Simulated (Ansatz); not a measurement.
MgO under load (space group Fm-3m), r2SCAN, rigid bands (Ansatz, a quantum-chemistry and plane-wave program). Condition of this run: hydrostatic pressure -2 GPa (the target of the relaxation). Band gap 5.56 eV, N_c = 5.49e18 cm⁻³ and N_v = 2.94e20 cm⁻³ at 300 K, conductivity masses of 0.370 mₑ (electrons) and 2.30 mₑ (holes). Take k_BT = 0.02585 eV.

**Question.** A film of it is 5 nm thick. Estimate the confinement energies in an infinite well.

**Answer.** ħ²π²/(2m t²) = 0.376 eV·nm²/(m/mₑ × t²) gives 40.7 meV for electrons and 6.54 meV for holes, so the gap would widen to about 5.61 eV. Finite barriers and nonparabolic bands lower this, and with several valleys or bands the heaviest mass along the normal sets the lowest level, not this average.

**Question.** What thermal injection velocity √(2k_BT/πm) limits a ballistic channel?

**Answer.** 8.84e6 cm/s for electrons and 3.55e6 cm/s for holes, a ratio of √(m_h/m_e) = 2.49, for dilute carriers.

**Question.** Find the intrinsic carrier density and the intrinsic Fermi level.

**Answer.** n_i = √(N_c N_v) exp(−E_g/2k_BT) = 4.02e19 × exp(−107.54) = 8.0e-28 cm⁻³. The level lies (k_BT/2) ln(N_v/N_c) = 51 meV from mid-gap (positive towards the conduction band). Each 0.1 eV added to the gap lowers n_i by a factor of 6.9.

Rigid bands with the computed gap; masses take one relaxation time for all states. Spin-orbit coupling is left out.
